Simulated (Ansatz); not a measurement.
The reference is Pt in the fcc (Cu type) structure (space group Fm-3m, No. 225).

```yaml
crystal:
  lattice:
    - [0.00000, 1.98513, 1.98513]
    - [1.98513, 0.00000, 1.98513]
    - [1.98513, 1.98513, 0.00000]
  atoms:
    - { symbol: Pt, position: [0.00000, 0.00000, 0.00000] }
```

The values are results of plane-wave PAW DFT at the PBE level (Ansatz, a quantum-chemistry and plane-wave program, 420 eV), no spin-orbit coupling, not measurements.

One change was made to it. Results:

The density rises by 0.552 g/cm³ (20.70 g/cm³ → 21.26 g/cm³); the band gap remains zero.

### Question
What was done to the base?
A. pressure −2 GPa
B. pressure 50 GPa
C. pressure 75 GPa
D. pressure 7 GPa

### Answer
D, pressure 7 GPa. For comparison, the density in the other runs: pressure −2 GPa gives 20.53 g/cm³; pressure 50 GPa gives 23.79 g/cm³; pressure 75 GPa gives 24.90 g/cm³.

Load acts through the strain it causes; cell and atoms are relaxed under it. Whether these cells are dynamically stable was not tested. No other phases were tried under pressure. All final runs are without spin polarisation.
